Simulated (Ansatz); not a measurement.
The starting structures come from a database of crystals and need not be the phases stable at ambient conditions.

Inside the gap of an insulator the Bloch states are evanescent, with a wavenumber k + iκ along the transport direction.

Consider the following.

```
Ga2AsP
1.0
    3.85162     0.00000     0.00000
   -1.92581     6.38645     0.00000
    1.92581     0.58072     3.35169
Ga P As
2 1 1
Direct
  0.99511   0.99267   0.00244
  0.00499   0.50748   0.49751
  0.25005   0.87507   0.37498
  0.24986   0.37479   0.87507
```

Space group of this cell: Cm. The cell is strained (lengths across the current scaled by 0.98, ions clamped); by r2SCAN its mean pressure is 3.6 GPa.

Transport runs along the normal of the first two printed cell vectors.

The gap is the functional's own. No spin-orbit coupling. Mid-gap values are interpolated on the energy grid.

Question: State the band gap and the smallest decay constant κ at mid-gap according to r2SCAN (Ansatz, a first-principles code).

Answer: Gap 1.53 eV on a 10×10×10 mesh; κ = 0.103 1/Å, at the zone centre.
